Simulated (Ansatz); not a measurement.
Structures of equal composition on the (113) surface of germanium: 1 pair of surface atoms bonded, Si on all surface atoms, H on every dangling bond; 1 pair of surface atoms bonded, Si on all atoms bonded under the surface atoms, H on every dangling bond. The slabs share one bottom face, and each structure is named by its start. These are constructed structures in small cells; real faces may alloy, dewet or reconstruct in larger ones, and not all known structures of the face are among them. Slabs of about 14 Å with all that they carry, Fermi-Dirac smearing of 0.025 eV. Bottom of the slabs: built like the top, H on every dangling bond, free. Relaxed from the named starts with such symmetry as they have, on meshes of like density; energies extrapolated to zero smearing; no spin-orbit coupling, no U. Spin-polarised runs, if any, are marked in brackets, and their order is one that fits the cell; the others ran without spin. Where a second, spin-polarised start was run, the lower counts.

Method: PBE (plane waves to 420 eV, PAW; Ansatz, a quantum-chemistry and plane-wave program).

Question: Put the candidates in order of energy per 1x1 cell, lowest first, for PBE.

Answer: 1 pair of surface atoms bonded, Si on all surface atoms, H on every dangling bond (0.000 eV, gap 0.76 eV on the mesh), 1 pair of surface atoms bonded, Si on all atoms bonded under the surface atoms, H on every dangling bond (0.273 eV, gap 0.84 eV on the mesh)
